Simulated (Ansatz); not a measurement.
Effect of pressure −2 GPa on W

Base system: W in the bcc (W type) structure (space group Im-3m, No. 229; a = 3.1355 Å).

One thing is altered: a negative pressure, −2 GPa.

The values are results of LDA, PAW, 420 eV (Ansatz, a program for electronic structure; no SOC), not measurements. Γ-centred 21×21×21 mesh, Fermi–Dirac width 0.05 eV.

- Volume per atom = 15.51 Å³ (base 15.41 Å³)
- Shortest interatomic distance = 2.721 Å (base 2.715 Å)
- Enthalpy H = E + PV relative to the base's energy = -0.19 eV/atom
- Band gap = zero (base zero)

Final structure:

```
CELL_PARAMETERS angstrom
     -1.57092     1.57092     1.57092
      1.57092    -1.57092     1.57092
      1.57092     1.57092    -1.57092
ATOMIC_POSITIONS crystal
  W  0.00000 0.00000 0.00000
```

Load acts through the strain it causes; cell and atoms are relaxed under it. Stability against distortions was not tested. All final runs are without spin polarisation.
